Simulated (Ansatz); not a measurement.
The parent structure is Mg2C (space group Pn-3m, No. 224; a = 4.809 Å; a hypothetical phase, not in the database extracts checked). Axes: x, y, z lie along the cube axes.

Computed with PBEsol (Ansatz, a first-principles code, PAW, no SOC).

Strains are applied to the cell and any free atomic positions relax.

One change was made to it. Results:

```json
[
 {"quantity": "energy relative to the base (free energy F)", "base": "0 meV/atom", "after": "+0.5 meV/atom"},
 {"quantity": "shortest interatomic distance", "base": "2.082 Å", "after": "2.091 Å"},
 {"quantity": "pressure (mean of the normal stresses, compression positive)", "base": "0.0 GPa", "after": "-0.7 GPa"}
]
```

**Question.** Name the change that was made.
A) uniaxial strain ε_zz = +1.24 %
B) isotropic strain +3.34 %
C) uniaxial strain ε_yy = −1.20 %
D) strain tensor (xx, yy, zz, yz, xz, xy) = (−1.56, −0.51, −0.41, −0.31, −0.32, +1.70) %

**Answer.** A, uniaxial strain ε_zz = +1.24 %. For comparison, the pressure in the other runs: isotropic strain +3.34 % gives -4.9 GPa; uniaxial strain ε_yy = −1.20 % gives 0.7 GPa; strain tensor (xx, yy, zz, yz, xz, xy) = (−1.56, −0.51, −0.41, −0.31, −0.32, +1.70) % gives 1.6 GPa.

A case with no gap was solved on a k-mesh chosen for an insulator, which is coarse for it. Stability against distortions was not tested. The final runs are not spin-polarised.
